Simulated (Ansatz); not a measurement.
# Defect calculation: F interstitial in metastable anatase TiO2

Method: PBE, PAW (plane waves to 420 eV; Ansatz, an electronic-structure program). Cell: 108 sites, 3×3×1; final energies on a 2×2×2 shifted mesh. Site at the start: void with 4O nearest, no. 2. Energies of charged states are corrected for periodic images (point charge plus alignment at distant sites). Dielectric constants: PBE linear response of the host. Host gap at this level: 2.13 eV. A cell of this size leaves errors of a few tenths of an eV. Levels are measured in PBE's own, too narrow, gap. Spin–orbit coupling is left out, and no Hubbard U is applied to the open shells. Each state is the lowest found from its start.

The name describes the start; the neighbours show where the atoms ended.

Charges from +1 to −1 were run; one beyond them could lie lower near a band edge.

| charge | moment (μB) | largest move off a lattice site (Å) | neighbours of the last F atom of the defect at the end (Å) | image correction with alignment (eV) |
|---|---|---|---|---|
| +1 | not spin-polarised | 0.33 | O 1.50, Ti 2.21 | 0.10 |
| 0 | 1.0 | 0.69 | O 1.98, Ti 2.11, Ti 2.14 | 0.00 |
| −1 | not spin-polarised | 0.85 | Ti 2.07, Ti 2.07, O 2.20, O 2.35, O 2.35 | -0.06 |

Transition levels above the valence-band maximum: ε(+1/0) = 0.20 eV; ε(0/−1) = 0.51 eV. On the lower envelope of the bound states, inside the gap: (+1/0) at 0.20 eV; (0/−1) at 0.51 eV.

Flagged in the runs: a host whose relaxation on this sampling wasn't shown to rest, a strain field that reaches the edge of the cell.
